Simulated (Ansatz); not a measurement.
Input:

End structure of a constructed model of the (110) surface of bcc V, a layer of Mg in place of the second plane (bottom of the slab: a bare face, its two planes held):

```xyz
6
Lattice="2.5956 0.0000 0.0000 -0.8652 2.4472 0.0000 0.0000 0.0000 26.5000" Properties=species:S:1:pos:R:3 pbc="T T T"
V      0.8652     1.2236     8.0237
V      0.0000     0.0000    10.1430
V      0.8652     1.2236    12.2516
V      0.0000     0.0000    14.3083
Mg     0.8652     1.2236    16.8070
V      0.0000     0.0000    19.2242
```

Slab: 6 atoms, 10.5 Å thick at the start (thin: gaps and levels are the slab's own); k 15x15x1, smearing 0.1 eV, dipole-corrected; 2 atoms held, the rest relaxed; start symmetry kept, larger cells not searched; no spin, no spin-orbit, no U. It is one candidate, not shown to be the stable structure of the face.

**Question.** Give the work function of the top face at the level Ansatz (a program for electronic structure) with PBE.

**Answer.** 5.09 eV
